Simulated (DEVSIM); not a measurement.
Device: Ru/SiO2/p-Si capacitor, at 400 K.

```
layer (left to right)  material  thickness (nm)  Na (cm⁻³)
---------------------  --------  --------------  ---------
1                          SiO2            7.20          -
2                            Si             550     1.1e18
```

Metal gate on the left, work function 4.7 eV. Fixed charge at the semiconductor interface -3e11 cm⁻² (in units of +e); no interface traps.

This is a model device: material constants are rounded textbook-type values typed into the input, and sizes, dopings and lifetimes were drawn at random. Values at 300 K; Nc and Nv go as T^1.5, mobilities as T to minus their exponent, the gap by Varshni's rule with the affinity fixed.

```
parameter         SiO2        Si
----------------  ----  --------
gap (eV)             9     1.124
affinity (eV)      0.9      4.05
permittivity       3.9      11.7
Nc (cm⁻³)            -   2.86e19
Nv (cm⁻³)            -    3.1e19
Varshni α (eV/K)     -  0.000473
Varshni β (K)        -       636
```

Model (solved in DEVSIM): 1D Poisson equation in equilibrium, Boltzmann statistics, complete ionisation; no quantum confinement or tunnelling. Metal contacts follow the ideal Schottky-Mott rule: no Fermi-level pinning, no interface dipoles.

**Question.** Tabulate band edges, carrier densities and field at 2.0 V on the gate.

**Answer.** Energies count from the Fermi level of the right contact; mesh points crowd at the junctions.

```tsv
x (μm)	Ec (eV)	Ev (eV)	n (cm⁻³)	p (cm⁻³)	field (V/cm)
0.000	1.800	-7.200	< 1e2	< 1e2	2000000
0.0008795	1.973	-7.027	< 1e2	< 1e2	2000000
0.002294	2.251	-6.749	< 1e2	< 1e2	2000000
0.004174	2.620	-6.380	< 1e2	< 1e2	2000000
0.006240	3.026	-5.974	< 1e2	< 1e2	2000000
0.007146	3.204	-5.796	< 1e2	< 1e2	2000000
0.008103	0.115	-0.981	1.6e18	2.1e7	540000
0.01069	0.247	-0.850	3.4e16	9.4e8	480000
0.01486	0.434	-0.663	1.5e14	2.1e11	410000
0.02225	0.691	-0.405	8.6e10	3.8e14	290000
0.03682	0.934	-0.162	7.4e7	4.3e17	62000
0.07525	0.966	-0.130	2.9e7	1.1e18	18
0.1375	0.966	-0.130	2.9e7	1.1e18	≈ 0
0.2474	0.966	-0.130	2.9e7	1.1e18	≈ 0
0.4224	0.966	-0.130	2.9e7	1.1e18	≈ 0
0.4843	0.966	-0.130	2.9e7	1.1e18	≈ 0
0.5194	0.966	-0.130	2.9e7	1.1e18	≈ 0
0.5371	0.966	-0.130	2.9e7	1.1e18	≈ 0
0.5492	0.966	-0.130	2.9e7	1.1e18	≈ 0
0.5534	0.966	-0.130	2.9e7	1.1e18	≈ 0
0.5557	0.966	-0.130	2.9e7	1.1e18	≈ 0
0.5572	0.966	-0.130	2.9e7	1.1e18	≈ 0
```
